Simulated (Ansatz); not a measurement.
The starting structures come from a database of crystals and need not be the phases stable at ambient conditions.

The decay constant κ of evanescent states in the gap governs leakage through a thin film.

Given:

```
ZrO2
1.0
    5.10111     0.00000     0.00000
    0.00000     5.28340     0.00000
    0.00000     0.00000     5.07467
Zr O
4 8
Cartesian
  1.28007   5.12347   3.72247
  3.83063   0.15993   1.35220
  3.83063   2.80163   3.72247
  1.28007   2.48177   1.35220
  2.54627   4.06885   2.35109
  5.09683   1.21455   2.72358
  5.09683   3.85625   2.35109
  2.54627   1.42715   2.72358
  2.00928   3.35480   4.73284
  4.55983   1.92860   0.34183
  4.55983   4.57030   4.73284
  2.00928   0.71310   0.34183
```

Space group of this cell: Pca2_1. The cell is taken as given.

Transport runs along the normal of the first two printed cell vectors.

The gap is the functional's own. No spin-orbit coupling. Mid-gap values are interpolated on the energy grid.

Q: Compute, with Ansatz (a quantum-chemistry and plane-wave program) with r2SCAN, the band gap and the smallest decay constant κ at mid-gap.

A: Gap 4.40 eV on a 6×6×6 mesh; κ = 0.387 1/Å, at the zone centre.
